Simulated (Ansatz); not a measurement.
**Pressure series in hypothetical P4_2/mnm ZnS**

Base system: ZnS (space group P4_2/mnm, No. 136; a = 6.5179 Å, c = 3.8080 Å; a hypothetical phase, not in the database extracts checked).

Cell and atoms are relaxed at each pressure.

Levels (all Ansatz, a program for electronic structure, PAW): PBEsol (420 eV, no SOC); HSE06 (420 eV, no spin-orbit coupling).

Band gaps by level, all at the geometries relaxed with PBEsol:

```
case               PBEsol    HSE06
----------------  -------  -------
base              2.24 eV  3.60 eV
pressure −2 GPa   2.11 eV  3.47 eV
pressure 0.3 GPa  2.26 eV  3.62 eV
pressure 1.5 GPa  2.32 eV        ?
pressure 3 GPa    2.39 eV        ?
pressure 5 GPa    2.48 eV        ?
pressure 7.5 GPa  2.57 eV  3.97 eV
pressure 10 GPa   2.65 eV  4.05 eV
```

Question: Some entries are withheld; estimate them.

Answer: 
- pressure 1.5 GPa, HSE06: 3.69 eV
- pressure 3 GPa, HSE06: 3.77 eV
- pressure 5 GPa, HSE06: 3.86 eV

Single points use the geometry relaxed with PBEsol. Load acts through the strain it causes; cell and atoms are relaxed under it. No phonon test of stability was made. No other phases were tried under pressure.
